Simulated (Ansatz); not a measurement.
The starting structures come from a database of crystals and need not be the phases stable at ambient conditions.

By PBEsol, the system below comes out a metal.

A figure of merit of an interconnect metal is its ballistic conductance per area.

Consider the following.

```
CELL_PARAMETERS angstrom
      3.10092     0.00000     0.00000
      0.00000     4.38537     0.00000
      1.55046     2.19268     1.55046
ATOMIC_POSITIONS crystal
  W  0.00000 0.00000 0.00000
  C  0.00000 0.50000 0.00000
```

Space group of this cell: Fm-3m, rock salt. The cell is taken as given; by PBEsol its mean pressure is -10.1 GPa.

The current flows along the normal of the first two printed cell vectors, the (110) plane of the conventional cell. No spin-orbit coupling; the value is a mean over 0.1 eV about the Fermi level.

Task: Give the ballistic conductance per area that PBEsol in Ansatz (a quantum-chemistry and plane-wave program) yields.

Result: 1.6 × 10¹⁵ S/m² for both spins.
